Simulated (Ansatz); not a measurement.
**Ti: energy against volume**

Ti (hcp, P6_3/mmc, 17.305 Å³/atom and stress up to 0.01 GPa in the relaxed cell, c along z) under hydrostatic pressure, with the cell free. r2SCAN in Ansatz, a plane-wave DFT program (PAW, default set), 500 eV, 18×18×10 Γ-centred mesh, Fermi-Dirac smearing 0.05 eV; ions are relaxed, or left where forces stay under 0.02 eV/Å, within the symmetry of each cell.

Here V stands for volume and E for E less E0.

```csv
volume (Å³/atom),E less E0 (meV/atom),pressure (GPa)
17.6120,2.02,-2.00
17.4551,0.51,-1.00
17.3049,0.00,0.00
17.1747,0.33,0.90
17.0071,1.84,2.10
16.6923,8.19,4.49
16.1629,30.16,9.00
15.5558,?,?
```

Question: Fit E against V with the third-order Birch-Murnaghan form, a cubic in V^(-2/3), and predict the withheld value at V = 15.5558.

Answer: With u = V^(-2/3) - 0.1510, the rows have u = -0.0032727, -0.0023887, -0.0015300, -0.0007756, 0.0002098, 0.0021049, 0.0054302. Least squares gives E = 1.416 + 1893.3·u + 631599·u² - 1005667·u³. Residuals (row less fit): 0.000, -0.001, -0.001, 0.002, -0.001, 0.000, 0.000; standard error 0.002 (degrees of freedom: 3). Its minimum lies at u = -0.0014935, so V0 = (0.1495065)^(-3/2) = 17.30. There d²E/du² = 1272000 and d³E/du³ = -6034000, so B0 = (4/9) × 17.30^(-7/3) × 1272000 × 0.160218 = 117 GPa (the last factor turns the table's units into GPa), and B0' = 4 + (2/3) × 0.1495065 × (-6034000)/1272000 = 3.5. B0' rests on the cubic coefficient alone and has a standard error of 0.1 from these residuals. At the withheld row, u = 0.0094742, so E = 1.416 + 1893.3 × 0.0094742 + 631599 × 0.0094742² - 1005667 × 0.0094742³ = 75.191 meV/atom. The calculation gives 75.19 meV/atom, which the fit meets to the printed digits. The row lies outside the fitted rows, so this is an extrapolation. The scatter of the fitted rows lies at the last printed digit.

In a metal these values are sensitive to mesh and smearing; energies are taken to zero smearing, stresses follow the free energy. The runs aren't spin-polarised. Other structures, which can take over under pressure, weren't tried. The same form fitted to the pressure column gives B0' = 3.5; series where the two differ by over 0.4 aren't shown. Rows are the converged runs of the series near zero and its far end, less any whose ions stayed unrelaxed beside relaxed ones; series whose fitted rows scatter by over a few per cent of the range, as at a crossing or softening among them, aren't shown in this form.
